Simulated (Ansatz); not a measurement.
Partial pair distribution functions of a relaxed model of amorphous Hf₁₈O₃₅F₂, broadened by 0.06 Å; density 8.88 g/cm³. Computed with PBE, scalar-relativistic without spin-orbit coupling (plane waves to 420 eV, PAW; Ansatz, a first-principles code).

A CHGNet melt-quench gave the starting glass, which DFT then relaxed. O and F atoms were pushed apart under 1.9 Å during the dynamics, to hinder bonds among them. The hot cell started wider than the set density and was brought back towards it in steps. It is the lowest in DFT energy of 2 quenches. It is a model cell: composition and starting density were chosen by hand, and all elements were melted together. No dispersion term was used. Its density started from a set value of 8.88 and ended at 8.88 g/cm³. The simulated quench (nominally 300 K/ps over its main leg) is rapid and tends to freeze in more defects than a deposited or slowly cooled glass has. One small periodic cell is one sample of the glass; other quenches scatter about these values. The volume was held where the preparation left it, at a PBE pressure of 2.1 GPa. Stress components on the final sampling reach 3.4 GPa. On a 2×2×2 Γ-centred mesh force components of up to 0.13 eV/Å stay, since the relaxation ran on the zone centre alone. Cycles of charging lowered its energy after that relaxation.

```tsv
r (Å)	g Hf-O	g Hf-F	g Hf-Hf	g O-O
1.75	0.00	0.01	0.00	0.00
1.85	0.24	0.70	0.00	0.00
1.95	2.87	3.18	0.00	0.00
2.05	7.79	3.38	0.00	0.00
2.15	6.36	2.95	0.00	0.00
2.25	2.42	0.95	0.00	0.01
2.35	1.32	0.03	0.00	0.27
2.45	0.60	0.00	0.00	1.22
2.55	0.18	0.00	0.00	2.15
2.65	0.15	0.00	0.00	2.25
2.75	0.10	0.00	0.00	2.46
2.85	0.13	0.00	0.01	2.33
2.95	0.22	0.00	0.18	1.96
3.05	0.10	0.07	0.35	1.70
3.15	0.15	1.14	0.98	1.24
3.25	0.26	1.63	2.14	1.02
3.35	0.69	0.25	2.83	0.90
3.45	0.66	0.71	2.81	0.90
3.55	0.84	1.90	2.10	0.65
3.65	0.87	1.76	2.59	0.67
3.75	0.78	2.29	2.45	0.69
3.85	0.81	1.56	2.30	0.67
3.95	0.86	1.96	2.38	1.27
4.05	1.25	1.77	1.21	1.33
4.15	1.19	1.56	0.50	0.85
4.25	1.29	0.37	0.49	0.68
4.35	1.31	0.36	0.23	0.67
4.45	1.66	1.26	0.51	0.62
```

Within 2.70 Å each Hf has 6.11 O neighbours on average.
